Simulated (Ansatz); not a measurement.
## monolayer As: band-edge transport data

Data:

```
As
1.0
    3.60509     0.00000     0.00000
   -1.80254     3.05965     0.00000
    0.00000     0.00000    17.27314
As
2
Direct
  0.66740   0.33480   0.54054
  0.33260   0.66520   0.45946
```

All values below come from PBE, rigid bands (plane waves, PAW, scalar-relativistic; Ansatz, a first-principles code). Condition of this run: uniaxial strain yy -2 %, other axes clamped. How the cell was made: cell and atoms relaxed with PBE, then loaded as said.

* **band gap**: 1.33 eV
* **electron conductivity mass (300 K, dilute)**: 0.150 (x), 0.49 (y) mₑ
* **effective density of states N_c (300 K)**: 5.8e12 cm⁻²
* **Seebeck coefficient, n-type 1.7e12 cm⁻², 300 K**: -281 μV/K

Rigid bands; masses and Seebeck coefficients take one relaxation time τ for all states and one kind of carrier; polarons and phonon drag are left out. Spin-orbit coupling is left out.
